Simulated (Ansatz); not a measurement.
The parent structure is C (space group Fmmm, No. 69; layered, stacked along the Cartesian z axis).

```yaml
crystal:
  lattice:
    - [0.00000, 2.12546, 3.37650]
    - [1.22810, 0.00000, 3.37650]
    - [1.22810, 2.12546, 0.00000]
  atoms:
    - { symbol: C, position: [0.16665, 0.83335, 0.16665] }
    - { symbol: C, position: [0.83335, 0.16665, 0.83335] }
```

Calculations: r2SCAN+rVV10 in Ansatz (plane waves to 500 eV, PAW, no spin-orbit coupling).

Base values:

| Item | Result |
|---|---|
| Shortest interatomic distance | 1.417 Å |

Perturbation: a free-standing slab of 1 layer (2 atoms, 2 a layer) is cut normal to the stacking axis, with 15 Å of vacuum and the in-plane cell relaxed.

Question: What happens to the excess energy per area of both faces and shortest interatomic distance?

Answer: The excess energy per area of both faces (slab less bulk energy over the cell's area: twice a surface energy) comes out as 0.4 J/m² (uncertain by up to 0.06 J/m²); the shortest interatomic distance stays essentially unchanged (1.417 Å against 1.418 Å).

Slab and bulk use different k-meshes, which limits the precision of the excess energy. Whether these cells are dynamically stable was not tested. The base started in Cmme and relaxed to Fmmm at this level. This is not the structure that C has at room temperature and ambient pressure.

Ansatz is a quantum-chemistry and plane-wave program.
